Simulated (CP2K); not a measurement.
CP2K run on Mg₂Si (Fm-3m, 3 atoms in the cell): self-consistent single point

Method of the run: LDA (Pade form), GPW, DZVP-MOLOPT-SR-GTH basis, GTH-PADE potentials (GTH_POTENTIALS) run with CP2K 2026.2.

Input as run:

```
&GLOBAL
  PROJECT scf
  RUN_TYPE ENERGY_FORCE
  PRINT_LEVEL MEDIUM
&END GLOBAL
&FORCE_EVAL
  METHOD Quickstep
  STRESS_TENSOR ANALYTICAL
  &DFT
    BASIS_SET_FILE_NAME BASIS_MOLOPT
    POTENTIAL_FILE_NAME GTH_POTENTIALS
    &QS
      METHOD GPW
      EPS_DEFAULT 1E-10
    &END QS
    &MGRID
      CUTOFF 1000
      REL_CUTOFF 60
      NGRIDS 5
    &END MGRID
    &SCF
      SCF_GUESS ATOMIC
      EPS_SCF 1E-7
      MAX_SCF 100
      ADDED_MOS 5
      &DIAGONALIZATION
        ALGORITHM STANDARD
      &END DIAGONALIZATION
      &MIXING
        METHOD BROYDEN_MIXING
        ALPHA 0.3
        NBUFFER 8
      &END MIXING
      &SMEAR ON
        METHOD FERMI_DIRAC
        ELECTRONIC_TEMPERATURE [K] 116.05
      &END SMEAR
    &END SCF
    &KPOINTS
      SCHEME MONKHORST-PACK 3 3 3
    &END KPOINTS
    &XC
      &XC_FUNCTIONAL PADE
      &END XC_FUNCTIONAL
    &END XC
    &PRINT
      &MO
        EIGENVALUES T
        OCCUPATION_NUMBERS T
        NDIGITS 8
        FILENAME mo
        &EACH
          QS_SCF 0
        &END EACH
        ADD_LAST NUMERIC
      &END MO
      &MULLIKEN ON
      &END MULLIKEN
    &END PRINT
  &END DFT
  &SUBSYS
    &CELL
      A 4.47665800 0.00000000 0.00000000
      B 2.23832900 3.87689900 0.00000000
      C 2.23832900 1.29230000 3.65517600
      PERIODIC XYZ
    &END CELL
    &COORD
      SCALED
      Mg       0.25000000     0.25000000     0.25000000
      Mg       0.75000000     0.75000000     0.75000000
      Si       0.00000000     0.00000000     0.00000000
    &END COORD
    &KIND Mg
      BASIS_SET DZVP-MOLOPT-SR-GTH-q10
      POTENTIAL GTH-PADE-q10
    &END KIND
    &KIND Si
      BASIS_SET DZVP-MOLOPT-SR-GTH-q4
      POTENTIAL GTH-PADE-q4
    &END KIND
  &END SUBSYS
  &PRINT
    &FORCES ON
    &END FORCES
    &STRESS_TENSOR ON
    &END STRESS_TENSOR
  &END PRINT
&END FORCE_EVAL
```

Output (repeated stretches shortened):

```
 GLOBAL| Method name                                                        CP2K
 GLOBAL| Project name                                                        scf
 GLOBAL| Run type                                                   ENERGY_FORCE

 CELL| Volume [angstrom^3]:                                            63.437593
 CELL| Vector a [angstrom]:       4.477     0.000     0.000   |a| =     4.476658
 CELL| Vector b [angstrom]:       2.238     3.877     0.000   |b| =     4.476658
 CELL| Vector c [angstrom]:       2.238     1.292     3.655   |c| =     4.476658
 CELL| Angle (b,c), alpha [degree]:                                    59.999998
 CELL| Angle (a,c), beta  [degree]:                                    60.000001
 CELL| Angle (a,b), gamma [degree]:                                    59.999996
 CELL| Numerically orthorhombic:                                              NO
 CELL| Periodicity                                                           XYZ

 DFT| Spin restricted Kohn-Sham (RKS) calculation                            RKS
 DFT| Multiplicity                                                             1
 DFT| Number of spin states                                                    1
 DFT| Charge                                                                   0
 DFT| XC density smoothing                                                  NONE
 DFT| XC derivatives                                                          PW

 QS| Method:                                                                 GPW
 QS| Density plane wave grid type                        NON-SPHERICAL FULLSPACE
 QS| Number of grid levels:                                                    5
 QS| Density cutoff [a.u.]:                                                500.0
 QS| Multi grid cutoff [a.u.]: 1) grid level                               500.0
   [... lines left out ...]
 BRILLOUIN| Wavefunction type                                            COMPLEX
 BRILLOUIN| List of Kpoints [2 Pi/Bohr]                                       14
 BRILLOUIN| Number           Weight            X              Y              Z
 BRILLOUIN|     1           0.07407       -0.33333       -0.33333       -0.33333
 BRILLOUIN|     2           0.07407       -0.33333       -0.33333        0.00000
 BRILLOUIN|     3           0.07407       -0.33333       -0.33333        0.33333
   [... 11 lines left out ...]
 *******************************************************************************

 Extrapolation method: initial_guess

 Re-scaling the density matrix to get the right number of electrons
                  # Electrons              Trace(P)               Scaling factor
                           24                24.000                        1.000

 Number of electrons:                                                         24
 Number of occupied orbitals:                                                 12
 Number of molecular orbitals:                                                17

 Number of orbital functions:                                                 31
 Number of independent orbital functions:                                     31
 SCF WAVEFUNCTION OPTIMIZATION

  Step     Update method      Time    Convergence         Total energy    Change
     1 NoMix/Diag. 0.30E+00      -     2.02295932      -130.6459842278 -1.31E+02
     2 Broy./Diag. 0.30E+00      -     0.09646091      -130.4991320522  1.47E-01
     3 Broy./Diag. 0.30E+00      -     0.10983792      -130.3322023447  1.67E-01
     4 Broy./Diag. 0.30E+00      -     0.00723257      -130.2688571418  6.33E-02
     5 Broy./Diag. 0.30E+00      -     0.00034601      -130.2630396169  5.82E-03
     6 Broy./Diag. 0.30E+00      -     0.00002601      -130.2605563784  2.48E-03
     7 Broy./Diag. 0.30E+00      -     0.00002054      -130.2596704485  8.86E-04
     8 Broy./Diag. 0.30E+00      -     0.00000633      -130.2597290178 -5.86E-05
     9 Broy./Diag. 0.30E+00      -     0.00000224      -130.2598896290 -1.61E-04
    10 Broy./Diag. 0.30E+00      -     0.00000054      -130.2598911419 -1.51E-06
    11 Broy./Diag. 0.30E+00      -     0.00000003      -130.2598830327  8.11E-06
  *** SCF run converged in    11 steps ***

  Electronic density on regular grids:        -23.9999999667        0.0000000333
  Core density on regular grids:               23.9999999991       -0.0000000009
  Total charge density on r-space grids:        0.0000000324
  Total charge density g-space grids:           0.0000000324

  Overlap energy of the core charge distribution:               0.00000000000000
  Self energy of the core charge distribution:               -277.71038106466347
  Core Hamiltonian energy:                                     83.30172804462630
  Hartree energy:                                              82.08596043732112
  Exchange-correlation energy:                                -17.93719044999043
  Electronic entropic energy:                                  -0.00000000000086
  Fermi energy:                                                 0.20405951539742

  Total energy:                                              -130.25988303270731
  Total energy (extrapolated to T->0):                       -130.25988303270688

                     Mulliken Population Analysis

 #  Atom  Element  Kind  Atomic population                           Net charge
       1     Mg       1          9.410859                              0.589141
       2     Mg       1          9.410865                              0.589135
       3     Si       2          5.178276                             -1.178276
 # Total charge                             24.000000                  0.000000

 ENERGY| Total FORCE_EVAL ( QS ) energy [hartree]           -130.259882701722404

 FORCES| Atomic forces [hartree/bohr]
 FORCES|   Atom     x               y               z               |f|
 FORCES|      1  8.38243948E-10 -3.13129961E-08  4.63062669E-08   5.59059633E-08
 FORCES|      2 -8.38105007E-10 -3.17020431E-08 -5.78128586E-08   6.59397344E-08
 FORCES|      3  1.22051468E-15  6.30941978E-08  1.14955463E-08   6.41328729E-08
 FORCES| Sum     1.40161225E-13  7.91585839E-11 -1.10454291E-11
 FORCES| Total atomic force                                       7.99256064E-11

 STRESS| Analytical stress tensor [bar]
 STRESS|                        x                   y                   z
 STRESS|      x       -9.54332899429E+03   8.31779111932E-02   5.88157158464E-02
 STRESS|      y        8.31779111932E-02  -9.54346392460E+03   5.26647338390E-01
 STRESS|      z        5.88157158464E-02   5.26647338390E-01  -9.54408469199E+03
 STRESS| 1/3 Trace                                            -9.54362587029E+03
```

The run converged in 11 iterations.

The starting cell has typed, rounded lattice constants, without a prior relaxation at this level. Its lattice was rescaled by up to half a per cent. Values carry the incompleteness of an atom-centred basis.
